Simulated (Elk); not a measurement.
A self-consistent single point of Ti₃PO₂ (P-3m1, 6 atoms in the cell) with Elk.

Method of the run: PBEsol, all-electron FP-LAPW, Elk's shipped species files, default APW+lo basis (Elk 10.2.4).

The change in words: lattice scaled by 0.98. Reference geometry:
```
CELL_PARAMETERS angstrom
      3.14386     0.00000     0.00000
     -1.57193     2.72266     0.00000
      0.00000     0.00000     7.95061
ATOMIC_POSITIONS crystal
  Ti 0.33333 0.66667 0.70676
  Ti 0.66667 0.33333 0.29324
  Ti 0.00000 0.00000 0.00000
  P  0.00000 0.00000 0.50000
  O  0.33333 0.66667 0.14226
  O  0.66667 0.33333 0.85774
```

Reference input (self-consistent single point, DFT, PBEsol, all-electron FP-LAPW, Elk's shipped species files, default APW+lo basis): xctype = 22; stype = 0; swidth = 0.00999582 Ha; ngridk = 8 8 3; rmtscf = 0.9; maxscl = 100. This run's input differs from it in these lines:

```diff
@@ -19,5 +19,5 @@
 avec
-    5.9410318015   -0.0000002800    0.0000000000
-   -2.9705156582    5.1450846048    0.0000000000
-    0.0000000000    0.0000000000   15.0244848723
+    5.8222115785   -0.0000007726    0.0000000000
+   -2.9111051202    5.0421835195    0.0000000000
+    0.0000000000    0.0000000000   14.7239957418
```

The program printed (abridged):

```
│ Self-consistent loop started │
│ Loop number : 1 │
 total energy                :     -3053.50099427
│ Loop number : 2 │
 total energy                :     -3053.71108465
RMS change in Kohn-Sham potential (target) :    1.349301885     (  0.1000000000E-05)
Absolute change in total energy (target)   :   0.2100903881     (  0.1000000000E-03)
│ Loop number : 3 │
 total energy                :     -3052.91660253
RMS change in Kohn-Sham potential (target) :    1.335858775     (  0.1000000000E-05)
Absolute change in total energy (target)   :   0.7419595263     (  0.1000000000E-03)
│ Loop number : 4 │
   [... lines left out ...]
Absolute change in total energy (target)   :   0.4686183729E-05 (  0.1000000000E-03)
│ Loop number : 20 │
 total energy                :     -3050.54964606
RMS change in Kohn-Sham potential (target) :   0.2050080269E-05 (  0.1000000000E-05)
Absolute change in total energy (target)   :   0.3090290238E-04 (  0.1000000000E-03)
│ Loop number : 21 │
 total energy                :     -3050.54963184
RMS change in Kohn-Sham potential (target) :   0.2793601551E-06 (  0.1000000000E-05)
Absolute change in total energy (target)   :   0.6498995390E-05 (  0.1000000000E-03)
Convergence targets achieved

│ Loop number : 22 │

Energies :
 Fermi                       :     0.449771859534
 total energy                :     -3050.54963219

Density of states at Fermi energy :    101.7028933
 (states/Hartree/unit cell)

Estimated indirect band gap :   0.7790878649E-03
 from k-point     13 to k-point      1
Estimated direct band gap   :   0.1246329476E-02
 at k-point     13

Charges :
 core                        :    44.00000000
 valence                     :    53.00000000
 interstitial                :    9.406475529
 muffin-tins (core leakage)
  species :    1 (Ti)
   atom    1                 :    20.05746661     (  0.9016654090E-08)
   atom    2                 :    20.05746661     (  0.9016654090E-08)
   atom    3                 :    20.04586008     (  0.9122029354E-08)
  species :    2 (P)
   atom    1                 :    12.89603500     (  0.1174594079E-02)
  species :    3 (O)
   atom    1                 :    7.268348082     (  0.8500283855E-07)
   atom    2                 :    7.268348082     (  0.8500283855E-07)
 total in muffin-tins        :    87.59352447
 total calculated charge     :    97.02198856
 total charge                :    97.00000000
 error                       :   0.2198855645E-01

│ Self-consistent loop stopped │
```

The run converged in 22 iterations. The count includes the last loop, which Elk runs after its targets are met. Against the reference run the total energy goes up by 21.4 meV/atom.

The starting cell comes from a database of computed structures (which also holds hypothetical and non-ambient phases and stackings), without a prior relaxation at this level. Its lattice was rescaled by a random factor within 2.5 % of one. For this run, on top of that: lattice scaled by 0.98. Spin polarisation is off, so a magnetic state, if there is one, cannot be reached. Values depend on the basis (sphere radii, cutoffs, local orbitals), which need not be converged. The log's line on a gap gives a spacing of levels on this mesh, which the program prints for metals too.

Cost on one core of a shared machine: roughly 2 min.
